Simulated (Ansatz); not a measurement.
# Carrier properties of InSe (C2/m)

Consider the following.

```
CELL_PARAMETERS angstrom
      5.93328    -2.04218     0.16614
      5.93328     2.04218     0.16614
     -1.61961     0.00000     3.87603
ATOMIC_POSITIONS crystal
  In 0.11903 0.11903 0.02231
  In 0.88097 0.88097 0.97769
  Se 0.35375 0.35375 0.37666
  Se 0.64625 0.64625 0.62334
```

Level of theory: r2SCAN, rigid bands (plane waves, PAW, scalar-relativistic; Ansatz, a quantum-chemistry and plane-wave program). Condition of this run: functional r2SCAN on the same cell. Geometry: cell and atoms relaxed with PBEsol+d3bj.

```yaml
band_gap: 0.28 eV
electron conductivity mass (300 K, dilute): 0.096 (x), 0.89 (y), 0.41 (z) mₑ
effective density of states N_c (300 K): 1.7e19 cm⁻³
density_of_states_mass_electrons: 0.76 mₑ
Seebeck coefficient, n-type 1e19 cm⁻³, 300 K: -283 μV/K
best n-type power factor at 300 K for τ = 10 fs (best axis; densities from 1e16 to 1e21 cm⁻³ tried, whether or not they can be reached): 28 μW/(cm·K²) at 3e19 cm⁻³
```

Rigid bands; masses and Seebeck coefficients take one relaxation time τ for all states and one kind of carrier; polarons and phonon drag are left out. Spin-orbit coupling is left out. Geometry: cell and atoms relaxed with PBEsol+D3(BJ).

Computed structure with no diffraction record at hand here (it may be known, metastable or hypothetical): InSe (C2/m). PBEsol with a dispersion correction tends to overbind, so the cell can be several per cent short, in bad cases over ten, which usually narrows a gap: InSe (C2/m).
